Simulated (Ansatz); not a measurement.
The starting structures come from a database of crystals and need not be the phases stable at ambient conditions.

Inside the gap of an insulator the Bloch states are evanescent, with a wavenumber k + iκ along the transport direction.

Input:

```yaml
crystal:
  lattice:
    - [6.08126, 0.00000, 0.00000]
    - [0.00000, 6.08359, 0.00000]
    - [0.00000, 0.00000, 6.06713]
  atoms:
    - { symbol: Sb, position: [0.61991, 0.38259, 0.63434] }
    - { symbol: Sb, position: [0.38009, 0.88259, 0.36566] }
    - { symbol: Sb, position: [0.88009, 0.88259, 0.63434] }
    - { symbol: Sb, position: [0.11991, 0.38259, 0.36566] }
    - { symbol: Ir, position: [0.49023, 0.99947, 0.76513] }
    - { symbol: Ir, position: [0.50977, 0.49947, 0.23487] }
    - { symbol: Ir, position: [0.00977, 0.49947, 0.76513] }
    - { symbol: Ir, position: [0.99023, 0.99947, 0.23487] }
    - { symbol: S, position: [0.88249, 0.62014, 0.12677] }
    - { symbol: S, position: [0.11751, 0.12014, 0.87323] }
    - { symbol: S, position: [0.61751, 0.12014, 0.12677] }
    - { symbol: S, position: [0.38249, 0.62014, 0.87323] }
```

Space group of this cell: Pca2_1. The cell is taken as given; by PBEsol its mean pressure is -3.3 GPa.

Transport runs along the normal of the first two printed cell vectors.

The gap is the functional's own, uncorrected, and κ follows it; spin-orbit coupling is left out. Mid-gap values are interpolated between the computed energies.

**Question.** State the band gap and the smallest decay constant κ at mid-gap according to PBEsol run with Ansatz (a quantum-chemistry and plane-wave program).

**Answer.** Gap 1.04 eV on a 6×6×6 mesh; κ = 0.189 1/Å, at (0.000, 0.333) of the in-plane reciprocal vectors. At the zone centre, at the nearest computed energy, the slowest state has κ = 0.20 1/Å.
